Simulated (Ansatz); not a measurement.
Base system: HgTe in the zinc blende structure (space group F-43m, No. 216).

```xyz
2
Lattice="0.0000 3.2175 3.2175 3.2175 0.0000 3.2175 3.2175 3.2175 0.0000" Properties=species:S:1:pos:R:3 pbc="T T T"
Hg     0.0000     0.0000     0.0000
Te     1.6087     1.6087     1.6087
```

Method: LDA (Ansatz, an electronic-structure program; PAW; 420 eV plane waves; no SOC).

Base values:

The lattice parameter a comes out as 6.435 Å.

One thing is altered: a negative pressure, −1 GPa.

**Question.** Estimate the effect on the lattice parameter a.

**Answer.** The lattice parameter a rises by 0.048 Å (6.435 Å → 6.483 Å).

The mesh was chosen for an insulator and is coarse for the gapless case. Load acts through the strain it causes; cell and atoms are relaxed under it. Stability against distortions was not tested. All final runs are without spin polarisation.
